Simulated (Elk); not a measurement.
# Elk run on Ba₂N (R-3m, 3 atoms in the cell): self-consistent single point

Level of theory: LDA (PW92), all-electron FP-LAPW, Elk's shipped species files, APW+lo basis with extra local orbitals (Elk).

Input as run:

```
tasks
  0

xctype
  3

rgkmax
  7.5

gmaxvr
  16.0

nxlo
  2

lorbcnd
  .true.

lmaxi
  2

stype
  0

swidth
  0.00499791

scale
  15.35594174

avec
    0.2521413614    0.1455739166    0.9566780904
   -0.2521413614    0.1455739166    0.9566780904
    0.0000000000   -0.2911477320    0.9566781058

sppath
  './'

atoms
  2   : nspecies
  'Ba.in'   : spfname
  2   : natoms; atposl, bfcmt below
  0.7319300000  0.7319300000  0.7319300000    0.0 0.0 0.0
  0.2680700000  0.2680700000  0.2680700000    0.0 0.0 0.0
  'N.in'   : spfname
  1   : natoms; atposl, bfcmt below
  0.0000000000  0.0000000000  0.0000000000    0.0 0.0 0.0

ngridk
  6 6 6
```

Output, abridged:

```
│ Elk code version 10.2.4 │

All units are atomic (Hartree, Bohr, etc.)

│ Ground-state run starting from atomic densities │

Lattice vectors :
   3.871868056       2.235424582       14.69069302
  -3.871868056       2.235424582       14.69069302
   0.000000000      -4.470847610       14.69069326

Unit cell volume      :    762.9112294
Brillouin zone volume :   0.3251364037

Muffin-tin inner radius fraction :   0.1000000000E-01

Nuclei treated as point charges

Species :    1 (Ba)
 parameters loaded from : Ba.in
 name : barium
 nuclear charge    :   -56.00000000
 electronic charge :    56.00000000
 atomic mass :    250331.8069
 muffin-tin radius :    2.800000000
 number of radial points in muffin-tin :    697
 atomic positions (lattice), magnetic fields (Cartesian) :
   1 :  -0.26807000 -0.26807000 -0.26807000    0.00000000  0.00000000  0.00000000
   2 :   0.26807000  0.26807000  0.26807000    0.00000000  0.00000000  0.00000000

Species :    2 (N)
 parameters loaded from : N.in
 name : nitrogen
 nuclear charge    :   -7.000000000
 electronic charge :    7.000000000
 atomic mass :    25532.65214
 muffin-tin radius :    1.800000000
 number of radial points in muffin-tin :    297
 atomic positions (lattice), magnetic fields (Cartesian) :
   1 :   0.00000000  0.00000000  0.00000000    0.00000000  0.00000000  0.00000000

Total number of atoms per unit cell :    3

Spin treatment :
 spin-unpolarised

Number of Bravais lattice symmetries :   12
Number of crystal symmetries         :   12
Crystal has inversion symmetry
Real symmetric eigensolver will be used

k-point grid :      6     6     6
k-point offset :    0.000000000       0.000000000       0.000000000
k-point set is reduced with full crystal symmetry group
Total number of k-points :       32

Muffin-tin radius times maximum |G+k| :    7.500000000
 using average radius
Maximum |G+k| for APW functions       :    3.040540541
Maximum (1/2)|G+k|²                   :    4.622443389
Maximum |G| for potential and density :    16.00000000
 potential will be trimmed for |G| > 2 gkmax
Constant for pseudocharge density :   11
Radial integration step length :    4

G-vector grid sizes :     80    80    80
Number of G-vectors :    52701

Maximum angular momentum used for
 APW functions                      :    8
 outer part of muffin-tin           :    6
 inner part of muffin-tin           :    2

Total nuclear charge    :   -119.0000000
Total core charge       :    74.00000000
Total valence charge    :    45.00000000
Total excess charge     :    0.000000000
Total electronic charge :    119.0000000

Effective Wigner radius, rₛ :    1.152425375

Number of empty states         :   12
Total number of valence states :   35
Total number of core states    :   74

Conduction state local-orbitals added automatically
Total number of local-orbitals :  232

Exchange-correlation functional :      3     0     0
 Perdew-Wang/Ceperley-Alder, Phys. Rev. B 45, 13244 (1992)
 gradient requirement :    0
 local density approximation (LDA)

Smearing type :    0
 Gaussian
Smearing width :   0.4997910000E-02
Effective electronic temperature (K) :    1578.215154

Mixing type :    3
 Broyden mixing, J. Phys. A: Math. Gen. 17, L317 (1984)

Kohn-Sham potential initialised from atomic data

│ Self-consistent loop started │
│ Loop number : 1 │
 total energy                :     -16340.8967316
│ Loop number : 2 │
 total energy                :     -16340.4909656
RMS change in Kohn-Sham potential (target) :   0.3818287910     (  0.1000000000E-05)
Absolute change in total energy (target)   :   0.4057660328     (  0.1000000000E-03)
│ Loop number : 3 │
 total energy                :     -16333.9140167
RMS change in Kohn-Sham potential (target) :   0.2257375043     (  0.1000000000E-05)
Absolute change in total energy (target)   :    6.678390417     (  0.1000000000E-03)
│ Loop number : 4 │
 total energy                :     -16329.3789835
RMS change in Kohn-Sham potential (target) :   0.1178063378     (  0.1000000000E-05)
Absolute change in total energy (target)   :    6.204630776     (  0.1000000000E-03)
│ Loop number : 5 │
 total energy                :     -16326.7095897
RMS change in Kohn-Sham potential (target) :   0.8662394551E-01 (  0.1000000000E-05)
Absolute change in total energy (target)   :    4.220551503     (  0.1000000000E-03)
│ Loop number : 6 │
 total energy                :     -16321.9236579
RMS change in Kohn-Sham potential (target) :   0.1638793546E-01 (  0.1000000000E-05)
Absolute change in total energy (target)   :    5.841069687     (  0.1000000000E-03)
│ Loop number : 7 │
 total energy                :     -16320.7001663
RMS change in Kohn-Sham potential (target) :   0.3765751149E-02 (  0.1000000000E-05)
Absolute change in total energy (target)   :    2.683758973     (  0.1000000000E-03)
│ Loop number : 8 │
 total energy                :     -16320.7220411
RMS change in Kohn-Sham potential (target) :   0.2682267584E-02 (  0.1000000000E-05)
Absolute change in total energy (target)   :   0.6490649869     (  0.1000000000E-03)
│ Loop number : 9 │
 total energy                :     -16320.6485889
RMS change in Kohn-Sham potential (target) :   0.2268451596E-03 (  0.1000000000E-05)
Absolute change in total energy (target)   :   0.2357184451     (  0.1000000000E-03)
│ Loop number : 10 │
 total energy                :     -16320.6803370
RMS change in Kohn-Sham potential (target) :   0.1260248569E-03 (  0.1000000000E-05)
Absolute change in total energy (target)   :   0.2718148872E-01 (  0.1000000000E-03)
│ Loop number : 11 │
 total energy                :     -16320.6858019
RMS change in Kohn-Sham potential (target) :   0.3414936197E-04 (  0.1000000000E-05)
Absolute change in total energy (target)   :   0.1330452906E-02 (  0.1000000000E-03)
│ Loop number : 12 │
 total energy                :     -16320.6848300
RMS change in Kohn-Sham potential (target) :   0.9171538945E-05 (  0.1000000000E-05)
Absolute change in total energy (target)   :   0.1304548670E-02 (  0.1000000000E-03)
│ Loop number : 13 │
 total energy                :     -16320.6844706
RMS change in Kohn-Sham potential (target) :   0.2859588840E-05 (  0.1000000000E-05)
Absolute change in total energy (target)   :   0.6854829535E-03 (  0.1000000000E-03)
│ Loop number : 14 │
 total energy                :     -16320.6843559
RMS change in Kohn-Sham potential (target) :   0.1528442785E-05 (  0.1000000000E-05)
Absolute change in total energy (target)   :   0.2860917884E-03 (  0.1000000000E-03)
│ Loop number : 15 │
 total energy                :     -16320.6843426
RMS change in Kohn-Sham potential (target) :   0.6612065287E-06 (  0.1000000000E-05)
Absolute change in total energy (target)   :   0.8483892270E-04 (  0.1000000000E-03)
Convergence targets achieved

│ Loop number : 16 │

Energies :
 Fermi                       :     0.197370428094
 sum of eigenvalues          :     -10044.9223150
 electron kinetic            :      17412.3583601
 core electron kinetic       :      16869.8701110
 Coulomb                     :     -33342.4979870
 Coulomb potential           :     -26939.2667492
 nuclear-nuclear             :     -1034.82633121
 electron-nuclear            :     -37676.0765624
 Hartree                     :      5368.40490662
 Madelung                    :     -19872.8646124
 xc potential                :     -518.013925868
 exchange                    :     -379.250695501
 correlation                 :     -11.2940027196
 total energy                :     -16320.6843251

Density of states at Fermi energy :    41.65690660
 (states/Hartree/unit cell)

Estimated indirect band gap :   0.1457663566E-02
 from k-point     13 to k-point     26
Estimated direct band gap   :   0.1425879980E-01
 at k-point     23

Charges :
 core                        :    74.00000000
 valence                     :    45.00000000
 interstitial                :    5.295217158
 muffin-tins (core leakage)
  species :    1 (Ba)
   atom    1                 :    53.72929378     (  0.5454886953E-05)
   atom    2                 :    53.72929378     (  0.5454886953E-05)
  species :    2 (N)
   atom    1                 :    6.246195288     (  0.1966647720E-06)
 total in muffin-tins        :    113.7047828
 total calculated charge     :    118.9985652
 total charge                :    119.0000000
 error                       :   0.1434778150E-02

│ Self-consistent loop stopped │
```

The run converged in 16 iterations. The count includes the last loop, which Elk runs after its targets are met.

The starting cell comes from a database of computed structures (which also holds hypothetical and non-ambient phases and stackings), without a prior relaxation at this level. Its lattice was rescaled by a random factor within 2.5 % of one. Values depend on the basis (sphere radii, cutoffs, local orbitals), which need not be converged. The run gives no clean gap (levels at the Fermi energy touch, overlap or are partly filled at this smearing), which alone does not show that the compound is a metal. The log's line on a gap gives a spacing of levels on this mesh, which the program prints for metals too.

Cost on one core of a shared machine: roughly 2 min.
